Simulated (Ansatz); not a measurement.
Consider Al-vacancy pair (Al on one host B site, one B site vacant) in zinc-blende BN, charge state -3. Computed with PBE, PAW (plane waves to 420 eV; Ansatz, an electronic-structure program).

64-site cell at the relaxed PBE lattice, a 2×2×2 k-point mesh shifted by half a step, smearing 0.01 eV, spin-restricted, no finite-size correction. Static, classical nuclei. The charge state is imposed; whether it is stable for some Fermi level was not computed. Forms of the defect that were not tried may lie lower.

Barriers: single points on a 3×3×3 k-point mesh shifted by half a step at the bands' geometries.

Relaxed starting cell (atoms counted from 1):

```xyz
63
Lattice="7.2497 0.0000 0.0000 0.0000 7.2497 0.0000 0.0000 0.0000 7.2497" Properties=species:S:1:pos:R:3 pbc="T T T"
Al     0.0016     0.1063     0.1119
B      0.0293     0.0260     3.5942
B      0.0293     3.5886     0.0316
B     -0.0436     3.5875     3.5931
B      3.6185     0.0025     0.0081
B      3.6209     0.0040     3.6367
B      3.6209     3.6311     0.0096
B      3.6176     3.6181     3.6237
N      0.9850     0.8147     2.7879
N      1.0117     1.0139     6.2396
N      0.8952     4.5048     2.7357
N      0.9019     4.5445     6.3333
N      4.4907     0.9093     2.7531
N      4.5003     0.9080     6.3261
N      4.5119     4.5439     2.7271
N      4.5196     4.5233     6.3499
B      0.0109     1.8386     5.4098
B      0.0109     5.4042     1.8442
B     -0.0166     5.4261     5.4317
B      3.6094     1.8167     1.8223
B      3.6234     1.8165     5.4320
B      3.6234     5.4265     1.8220
B      3.6210     5.4363     5.4418
N      0.9850     2.7824     0.8203
N      0.8952     2.7301     4.5104
N      1.0117     6.2340     1.0195
N      0.9019     6.3277     4.5500
N      4.4907     2.7476     0.9148
N      4.5119     2.7215     4.5494
N      4.5003     6.3206     0.9136
N      4.5196     6.3443     4.5289
B      1.8244    -0.0059     1.8888
B      1.8303     0.0212     5.4146
B      1.7756     3.5807     1.7823
B      1.8036     3.6257     5.4310
B      5.3964     0.0510     1.8224
B      5.4232    -0.0031     5.4263
B      5.4584     3.5937     1.8542
B      5.4369     3.6191     5.4421
N      2.7211     0.9057     0.9113
N      2.7413     0.9054     4.5332
N      2.7413     4.5276     0.9110
N      2.7136     4.5292     4.5348
N      6.0927     0.9713     0.9769
N      6.3465     0.9100     4.5297
N      6.3466     4.5241     0.9156
N      6.3380     4.5358     4.5414
B      1.8244     1.8832    -0.0003
B      1.7756     1.7767     3.5863
B      1.8303     5.4091     0.0268
B      1.8036     5.4254     3.6313
B      5.3964     1.8168     0.0565
B      5.4584     1.8486     3.5993
B      5.4232     5.4208     0.0025
B      5.4369     5.4365     3.6247
N      2.7064     2.7132     2.7188
N      2.7504     2.7421     6.3232
N      2.7505     6.3177     2.7477
N      2.7142     6.3434     6.3489
N      6.2547     2.7944     2.8000
N      6.3395     2.7158     6.3489
N      6.3395     6.3433     2.7214
N      6.2686     6.2726     6.2782
```
Cell charge -3.

End state 1 differs by these moves (Å; atoms that move under 0.08 Å are left out):

| atom | element | Δx | Δy | Δz |
|---|---|---|---|---|
| 1 | Al | -0.03 | -0.09 | -0.13 |
| 2 | B | -0.06 | 0.00 | 0.08 |
| 9 | N | -0.09 | 0.09 | -0.05 |
| 13 | N | -0.07 | -0.08 | -0.09 |
| 24 | N | -0.07 | -0.06 | 0.08 |
| 29 | N | -0.06 | 0.07 | 0.05 |
| 44 | N | 0.13 | 0.05 | 0.04 |
| 45 | N | 0.07 | -0.09 | 0.10 |
| 53 | B | 1.73 | 0.02 | -1.72 |
| 60 | N | 0.15 | 0.02 | -0.13 |
| 63 | N | -0.04 | -0.07 | -0.02 |

Task: Estimate the forward and backward barriers to end state 1 that PBE, PAW returns for this input.

Result: forward 2.95 eV, backward 2.94 eV; at the saddle point atom 53 has neighbours B at 2.02, B at 2.19; N at 1.37, N at 1.59, N at 1.86, N at 2.04, N at 2.10 Å. The saddle point's order was not checked.

End state 2 differs by these moves (Å; atoms that move under 0.08 Å are left out):

| atom | element | Δx | Δy | Δz |
|---|---|---|---|---|
| 1 | Al | -0.11 | -0.11 | 0.00 |
| 2 | B | -0.06 | -0.06 | 0.00 |
| 9 | N | -0.08 | 0.09 | -0.07 |
| 13 | N | -0.04 | 0.08 | 0.05 |
| 24 | N | -0.06 | -0.04 | 0.09 |
| 30 | N | -0.04 | -0.06 | -0.09 |
| 36 | B | 1.80 | 1.80 | 0.00 |
| 44 | N | 0.18 | 0.18 | 0.00 |
| 53 | B | -0.06 | -0.06 | 0.00 |
| 60 | N | 0.08 | -0.04 | -0.05 |
| 62 | N | 0.09 | -0.08 | 0.07 |

Task: What is the computed forward and backward barriers to end state 2 (PBE, PAW)?

Result: forward 3.60 eV, backward 3.60 eV; at the saddle point atom 36 has neighbours B at 1.91; N at 1.34, 2 N at 1.67, 2 N at 2.18 Å. The saddle point's order was not checked, and it lies on a symmetry element of the cell, where a band can be held.
